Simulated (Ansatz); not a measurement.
Cells marked so need not be the phases stable at ambient conditions, and some may be hypothetical.

The gap is the functional's own. No spin-orbit coupling. Mid-gap values are interpolated on the energy grid.

A. MgZnO2 (R-3m, not sure to be the ambient phase, 4 atoms a cell, 9.9 Å³ an atom, -6 GPa at this level), along the normal of (110)
B. GeS₂ (P4_2/nmc, not sure to be the ambient phase, 6 atoms a cell, 22.0 Å³ an atom), along the normal of (110)
C. NbNO (I4_1md, not sure to be the ambient phase, 6 atoms a cell, 13.8 Å³ an atom, -11 GPa at this level), along the normal of (110)
D. CsCdBr3 (P6_3/mmc, not sure to be the ambient phase, 10 atoms a cell, 35.2 Å³ an atom), along the normal of (001)
E. Rb$_{2}$HgF$_{4}$ (I4/mmm, not sure to be the ambient phase, 7 atoms a cell, 20.7 Å³ an atom), along the normal of (100)

Put the candidates in order of mid-gap decay constant of the slowest evanescent state, lowest first, for PBEsol (Ansatz, a first-principles code).

B (0.13 1/Å), C (0.16 1/Å), A (0.22 1/Å), D (0.27 1/Å), E (0.33 1/Å)
